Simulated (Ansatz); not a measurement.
## A computed series for ZnS: alloy series

Take ZnS in the zinc blende structure (space group F-43m, No. 216; a = 5.389 Å) as the base.

The other end (x = 1) is ZnSe in the zinc blende structure (space group F-43m, No. 216): 22.73 Å³/atom, gap 1.87 eV.

Se replaces a fraction x of S; each row is one arrangement (x, atoms in the cell, starting space group or random), fully relaxed.

The values are results of DFT with r2SCAN, PAW potentials and a 500 eV plane-wave cutoff in Ansatz (an electronic-structure program), no spin-orbit coupling, not measurements.

```csv
Se fraction x,volume per atom (Å³/atom)
0,19.564
"0.25 (Amm2, 8 atoms)",20.330
"0.5 (P-4m2, 8 atoms)",?
"0.75 (Amm2, 8 atoms)",21.912
"0.75 (P-43m, 8 atoms)",21.906
1,22.731
```

Problem. Fit V(x) = (1 − x) V(0) + x V(1) − b x(1 − x) with the ends held (b = 0 is Vegard's rule) to the rows shown and predict the withheld row.

Solution. Least squares on the printed values gives b = 0.15 Å³/atom, against 21.148 Å³/atom from the straight line alone (largest residual 0.005 Å³/atom); this predicts 21.109 Å³/atom, and the run gives 21.104 Å³/atom, 0.005 lower.

These are small ordered cells, not random alloys; other orderings at the same x differ. Stability against distortions was not tested.
